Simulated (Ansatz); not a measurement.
Structures of equal composition on the (111)A surface of zinc-blende GaAs (Ga plane on top): 2x2 Si adatom at H3; 2x2 Si adatom at T4. The slabs share one bottom face, and each structure is named by its start. These are constructed structures in small cells; real faces may alloy, dewet or reconstruct in larger ones, and not all known structures of the face are among them. Slabs of about 14 Å, Fermi-Dirac smearing of 0.025 eV. Bottom of the slabs: H caps. Relaxed from the named starts with such symmetry as they have, on meshes of like density; energies extrapolated to zero smearing; spin only where a row says so; no spin-orbit coupling, no U. Brackets mark spin-polarised runs, whose order is one that fits the cell. Where a second, spin-polarised start was run, the lower counts.

The numbers are results of PBE (plane waves to 420 eV, PAW; Ansatz, a quantum-chemistry and plane-wave program), not measurements.

Q: Order them by energy per 1x1 cell (lowest first) at the level PBE.

A: 2x2 Si adatom at T4 (0.000 eV [spin, 0.5 μB a cell], no gap on the mesh), 2x2 Si adatom at H3 (0.030 eV [spin, 0.6 μB a cell], no gap on the mesh)
